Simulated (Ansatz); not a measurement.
How far to go with shifted k-point meshes: ScPd₃ (P4mm, 4 atoms in the cell)

```
ScPd3
1.0
    3.99955     0.00000     0.00000
    0.00000     3.99955     0.00000
    0.00000     0.00000     3.99955
Sc Pd
1 3
Direct
  0.00000   0.00000   0.01250
  0.50000   0.50000   0.00000
  0.00000   0.50000   0.50000
  0.50000   0.00000   0.50000
```

Level of theory: PBEsol, default PAW files made with PBE (plane waves; Ansatz, a quantum-chemistry and plane-wave program).

Base settings: basis.ecutwfc = 420 eV; kpoints.mp_grid.grid = 8 8 8; hamiltonian.xc = pbesol; hamiltonian.pseudopotentials = {kind: paw} (the program's default PAW files); scf.occupations.method = gaussian; scf.occupations.width = 0.1 eV.

In this ladder: kpoints.mp_grid.shift = 0.5 0.5 0.5.

Only quantities that move along the ladder and can be compared are tabulated.

The count of work is k-points × plane waves × bands × iterations; it is no time. Core times come from one kind of shared machine, to one figure; runs under 30 s give none.

The starting cell comes from a database of computed structures (which also holds hypothetical and non-ambient phases and stackings), without a prior relaxation at this level. Its lattice was rescaled by up to half a per cent. One atom was moved a little off its site on purpose. Spin polarisation is off. In the base run, with a pressure of about -7 GPa the cell is away from its equilibrium volume at this level. Ansatz's pressure includes its estimate of the finite-basis (Pulay) stress.

| kpoints.mp_grid.grid | free energy less the last step's (meV/atom) | pressure (GPa) | largest difference of a force vector from the last step's (eV/Å) | count of work / last | core time / last (rough) |
|---|---|---|---|---|---|
| 2 2 2 | 39.41 | -6.29 | 0.032 | 0.00068 | – |
| 3 3 3 | -60.48 | -7.24 | 0.019 | 0.0041 | – |
| 4 4 4 | 6.19 | -6.81 | 0.015 | 0.0048 | – |
| 5 5 5 | 12.79 | -6.06 | 0.008 | 0.012 | – |
| 6 6 6 | -2.79 | -6.59 | 0.003 | 0.012 | – |
| 7 7 7 | 2.53 | -6.47 | 0.002 | 0.027 | – |
| 8 8 8 | 3.22 | -6.29 | 0.005 | 0.027 | – |
| 9 9 9 | -2.01 | -6.50 | 0.001 | 0.051 | – |
| 10 10 10 | 0.03 | -6.56 | 0.001 | 0.051 | – |
| 11 11 11 | 0.79 | -6.44 | 0.000 | 0.086 | – |
| 12 12 12 | -0.49 | -6.47 | 0.001 | 0.086 | – |
| 13 13 13 | -0.04 | -6.49 | 0.001 | 0.13 | 0.1 |
| 15 15 15 | -0.15 | -6.48 | 0.001 | 0.20 | 0.2 |
| 16 16 16 | -0.14 | -6.49 | 0.000 | 0.20 | 0.2 |
| 18 18 18 | 0.02 | -6.47 | 0.000 | 0.28 | 0.3 |
| 22 22 22 | -0.02 | -6.47 | 0.000 | 0.49 | 0.5 |
| 27 27 27 | 0.00 | -6.47 | 0.000 | 1.0 | 1 |

Coarsest kpoints.mp_grid.grid that holds the pressure within 0.1 GPa of the last step, with all finer ones: 9 9 9, at 0.051 of the last step's count of work; the step before is off by 0.18 GPa.

Coarsest kpoints.mp_grid.grid that holds the forces within 0.01 eV/Å of the last step, with all finer ones: 5 5 5, at 0.012 of the last step's count of work; the step before is off by 0.015 eV/Å.

Coarsest kpoints.mp_grid.grid that holds the free energy within 5 meV/atom of the last step, with all finer ones: 6 6 6, at 0.012 of the last step's count of work; the step before is off by 13 meV/atom.

Keys are those of Ansatz 0.2.
